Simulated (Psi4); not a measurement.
Psi4 1.11, PBE0/def2-tzvp: Mo(O)2(F)(OH) ([O]=[Mo](=[O])([OH])[F]), 6 atoms. The geometry is a generated start, not checked to be a minimum at this level.

| Property | Value |
|---|---|
| task | energy |
| method | pbe0 |
| basis | def2-tzvp |
| memory | 3 GB |
| maxiter | 100 |
| keys of the molecule block | symmetry c1 |
| scf_type | df (default) |
| e_convergence | 1e-06 (default) |
| d_convergence | 1e-06 (default) |
| dft_radial_points | 75 (default) |
| dft_spherical_points | 302 (default) |
| effective core potentials | those of the basis set, past Kr |
| basis functions | 170 |
| grid points | 131165 |

```xyz
6

Mo     0.2829     0.3418    -0.0092
O      1.6109    -0.0289    -0.8950
O      0.7017     0.8074     1.5038
F     -0.4984     1.7423    -0.7808
O     -0.8057    -1.0158     0.0425
H     -1.2913    -1.8469     0.1387
```

Charge 0 and multiplicity 1 are set for this test and not shown to be the ground state.

With the defaults (diis = true, scf_initial_accelerator = adiis, damping_percentage = 0, diis_max_vecs = 10, guess = auto, which took SAD, soscf = false, soscf_start_convergence = 0.01) it converges in 11 SCF iterations. One run each on 2 threads, with these changes:
- scf_initial_accelerator = ediis
- guess = sadno
- soscf = true, soscf_start_convergence = 0.1
- guess = sap
- diis_max_vecs = 6
- soscf = true
- diis = false, scf_initial_accelerator = none, damping_percentage = 60
- damping_percentage = 20
- soscf = true, soscf_start_convergence = 0.001

Which runs fail or end elsewhere than the default run?

No convergence: diis = false, scf_initial_accelerator = none, damping_percentage = 60 (the run ends without SCF convergence in 100 iterations). The rest reach the solution of the defaults.

```csv
setting,SCF iterations,JK calls,end
"soscf = true, soscf_start_convergence = 0.1",7,28,same solution
"soscf = true, soscf_start_convergence = 0.001",8,19,same solution
soscf = true,8,29,same solution
the defaults,11,12,same solution
diis_max_vecs = 6,11,12,same solution
scf_initial_accelerator = ediis,11,12,same solution
guess = sadno,12,12,same solution
guess = sap,12,12,same solution
damping_percentage = 20,22,23,same solution
"diis = false, scf_initial_accelerator = none, damping_percentage = 60",100,101,no convergence
```

An SOSCF iteration holds several JK calls; a Hückel guess adds calls on atoms. 1 further run of the study ended by our limits or in an error and is left out.
